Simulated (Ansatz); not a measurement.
The reference is W in the bcc (W type) structure (space group Im-3m, No. 229; a = 3.169 Å). Axes: x, y, z lie along the cube axes.

The values are results of Ansatz (a first-principles code), r2SCAN, PAW, cutoff 500 eV, without spin-orbit coupling, not measurements.

Before the change:

The volume per atom is 15.92 Å³.

It is then changed as follows: biaxial strain −1.75 %, plane normal [001], relaxed out of plane (Cartesian); in-plane vectors clamped, the third vector and the atoms free.

Task: How does this affect the energy relative to the base and volume per atom?

Result: The energy grows by 18 meV/atom; the volume per atom decreases by 0.334 Å³ to 15.58 Å³.

Without a gap, meshes like the base's 21×21×21 leave anisotropic stresses uncertain by several tenths of a GPa, and small strain energies with them. Stability against distortions was not tested. All final runs are without spin polarisation.
